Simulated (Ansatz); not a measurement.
Input and output of a self-consistent single point for ScBi (Fm-3m, 2 atoms in the cell) (Ansatz, a quantum-chemistry and plane-wave program).

Computed with LDA (PW92), PAW files made with PBE (plane waves; Ansatz).

```xyz
2
Lattice="0.0000 3.0778 3.0778 3.0778 0.0000 3.0778 3.0778 3.0778 0.0000" Properties=species:S:1:pos:R:3 pbc="T T T"
Sc     3.0778     3.0778     3.0778
Bi     0.0000     0.0000     0.0000
```

Reference input (self-consistent single point, DFT, LDA (PW92), plane waves, PAW files made with PBE): basis.ecutwfc = 420 eV; kpoints.mp_grid.grid = 8 8 8; hamiltonian.xc = lda; hamiltonian.pseudopotentials = {kind: paw} (the program's default PAW files); scf.occupations.method = gaussian; scf.occupations.width = 0.2 eV. This run's input differs from it in these lines:

Ansatz 0.2 input:
```diff
@@ -11,3 +11,3 @@
 kpoints:
-  mp_grid: { grid: [8, 8, 8] }
+  mp_grid: { grid: [5, 5, 5] }
 hamiltonian:
```

Output, abridged:

```
SCF iter   1: F=—  HF=-14178.423858 eV  |F-HF|=—  |Δ(HF+E_count)|=         —  Δρ=3.38e-2  dr2=9.57e-1  ethr=3.10e-3  ⟨swp⟩=5.0  Hψ=720  notcnv=0
all-band conjugate gradients solve this SCF's bands
preconditioner: auto → none
SCF iter   2: F=—  HF=-14178.207390 eV  |F-HF|=—  |Δ(HF+E_count)|=   2.16e-1  Δρ=9.77e-3  dr2=3.55e-2  ethr=3.10e-3  ⟨swp⟩=2.9  Hψ=376  notcnv=0
SCF iter   3: F=—  HF=-14178.211020 eV  |F-HF|=—  |Δ(HF+E_count)|=   3.63e-3  Δρ=3.68e-3  dr2=4.35e-3  ethr=1.37e-4  ⟨swp⟩=1.9  Hψ=180  notcnv=0
SCF iter   4: F=—  HF=-14178.212447 eV  |F-HF|=—  |Δ(HF+E_count)|=   1.43e-3  Δρ=3.66e-4  dr2=6.68e-5  ethr=1.67e-5  ⟨swp⟩=1.0  Hψ=170  notcnv=0
SCF iter   5: F=—  HF=-14178.212409 eV  |F-HF|=—  |Δ(HF+E_count)|=   3.79e-5  Δρ=5.05e-5  dr2=1.31e-6  ethr=2.57e-7  ⟨swp⟩=2.1  Hψ=274  notcnv=0
SCF iter   6: F=-14178.212409 eV  HF=-14178.212409 eV  |F-HF|=3.37e-8  |Δ(HF+E_count)|=   1.62e-7  Δρ=8.76e-6  dr2=3.41e-8  ethr=3.85e-10  ⟨swp⟩=5.8  Hψ=791  notcnv=0
SCF 1 converged in 6 iterations: F = -14178.212409 eV  dr2 = 3.41e-8
Free energy (F): -14178.212409 eV
Internal energy: -14178.202594 eV  (E = F + TS)
E sigma→0 (E₀):  -14178.207502 eV
Entropy (-TS):   -0.009815 eV (-4.907 meV/atom)
Fermi energy:    9.373424 eV
--- Forces (eV/Å), atoms counted from 1 ---
  atom   1  Sc     0.00000000    -0.00000000    -0.00000000
  atom   2  Bi    -0.00000000     0.00000000     0.00000000
--- Stress (GPa, compression-positive) ---
       -7.220117       0.000000       0.000000
       -0.000000      -7.220117      -0.000000
        0.000000      -0.000000      -7.220117
  P = ⅓ Tr σ = -7.2201 GPa (-72.201 kbar)
  The stress holds the Pulay correction. Without it, at fixed plane waves, as pw.x and ABINIT print it: P = -7.2308 GPa
```

The run converged in 6 iterations. Against the reference run the free energy goes up by 4.9 meV/atom and the pressure moves little (-7.26 to -7.22 GPa).

The starting cell comes from a database of computed structures (which also holds hypothetical and non-ambient phases and stackings), without a prior relaxation at this level. Its lattice was rescaled by a random factor within 2.5 % of one. With a pressure of about -7 GPa the cell is away from its equilibrium volume at this level. Ansatz's pressure includes its estimate of the finite-basis (Pulay) stress.
